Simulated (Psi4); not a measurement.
Psi4 1.11, B3LYP/def2-svp: Hf(NMe)(F)2 (C[N]=[Hf]([F])[F]), 8 atoms. The geometry is a generated start, not checked to be a minimum at this level.

```yaml
task: energy
method: b3lyp
basis: def2-svp
memory: 3 GB
maxiter: 100
keys_of_the_molecule_block: symmetry c1
scf_type: df (default)
e_convergence: 1e-06 (default)
d_convergence: 1e-06 (default)
dft_radial_points: 75 (default)
dft_spherical_points: 302 (default)
effective_core_potentials: those of the basis set, past Kr
basis_functions: 103
grid_points: 174013
```

```xyz
8

Hf    -0.0543     0.3559     1.6949
N     -0.0415     0.0028    -0.1264
C      0.0595    -0.3272    -1.5284
H      0.8506    -1.0669    -1.7041
H     -0.8850    -0.7438    -1.8957
H      0.2859     0.5679    -2.1200
F     -0.9847     1.7352     2.5597
F      0.7695    -0.5238     3.1200
```

Charge 0 and multiplicity 1 are set for this test and not shown to be the ground state.

With the defaults (diis = true, scf_initial_accelerator = adiis, damping_percentage = 0, guess = auto, which took SAD, soscf = false, soscf_start_convergence = 0.01, diis_max_vecs = 10) it converges in 11 SCF iterations. One run each on 2 threads, with these changes:
- guess = modhuckel
- guess = gwh
- soscf = true, soscf_start_convergence = 0.1
- scf_initial_accelerator = none
- soscf = true, soscf_start_convergence = 0.001
- guess = sapgau
- guess = huckel
- diis_max_vecs = 6
- diis = false, scf_initial_accelerator = none, damping_percentage = 60

Q: Name the settings that don't reach the solution of the defaults.

A: No convergence: diis = false, scf_initial_accelerator = none, damping_percentage = 60 (the run ends without SCF convergence in 100 iterations). The rest reach the solution of the defaults.

```csv
setting,SCF iterations,JK calls,end
"soscf = true, soscf_start_convergence = 0.001",8,19,same solution
"soscf = true, soscf_start_convergence = 0.1",10,46,same solution
the defaults,11,12,same solution
scf_initial_accelerator = none,11,12,same solution
diis_max_vecs = 6,12,13,same solution
guess = modhuckel,12,44,same solution
guess = huckel,12,44,same solution
guess = sapgau,16,16,same solution
guess = gwh,17,17,same solution
"diis = false, scf_initial_accelerator = none, damping_percentage = 60",100,101,no convergence
```

An SOSCF iteration holds several JK calls; a Hückel guess adds calls on atoms. 1 further run of the study ended by our limits or in an error and is left out.
